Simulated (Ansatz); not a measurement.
Take GaAs in the zinc blende structure (space group F-43m, No. 216; a = 5.6667 Å) as the base. Axes: x, y, z lie along the cube axes.

Level of theory: r2SCAN (Ansatz, a quantum-chemistry and plane-wave program), spin-orbit coupling left out.

Base values:

- Electron mass: 0.051 mₑ (at Γ)
- Shortest interatomic distance: 4.637 bohr
- Gap character: direct at Γ

Modification: the cell is compressed by 2.00 % along z with no lateral relaxation; the atoms relax in the strained cell.

**Question.** What happens to the electron mass?

**Answer.** The electron mass goes from 0.051 mₑ (at Γ) to 0.056 mₑ along z, 0.059 mₑ across (at Γ).

**Question.** How does this affect the shortest interatomic distance?

**Answer.** The shortest interatomic distance falls by 0.031 bohr (4.637 bohr → 4.606 bohr).

**Question.** Estimate the effect on the energy relative to the base.

**Answer.** The energy rises by 3.4 meV/atom.

**Question.** Predict the new gap character.

**Answer.** The gap character is still direct at Γ.

Effective masses come from finite differences of ±0.01 Å⁻¹. Whether these cells are dynamically stable was not tested. Labels are those of the standard path for the cell's own space group.
